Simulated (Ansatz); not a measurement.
Data:

```
CELL_PARAMETERS angstrom
      0.00000     3.04364     3.10451
      3.04364     0.00000     3.10451
      3.04364     3.04364     0.00000
ATOMIC_POSITIONS crystal
  In 0.00000 0.00000 0.00000
  As 0.25000 0.25000 0.25000
```

No spin polarisation.

All numbers come from DFT with PBEsol, PAW potentials and a 420 eV plane-wave cutoff in Ansatz (an electronic-structure program), no SOC. Settings: 9×9×9 k-points, 0.05 eV Fermi–Dirac smearing.

Predict the band gap, pressure and space group.


- Band gap: zero
- Pressure (mean of the normal stresses, compression positive): -1.1 GPa
- Space group: I-4m2 (No. 119)

The mesh was chosen for an insulator and is coarse for the gapless case. The cells carry an imposed strain or load. No phonon test of stability was made. The final runs are not spin-polarised. The cell was made from InAs in the zinc blende structure (space group F-43m, No. 216) by this change: uniaxial strain ε_zz = +2.00 %. The zero or small gap of InAs can change with the level of theory.
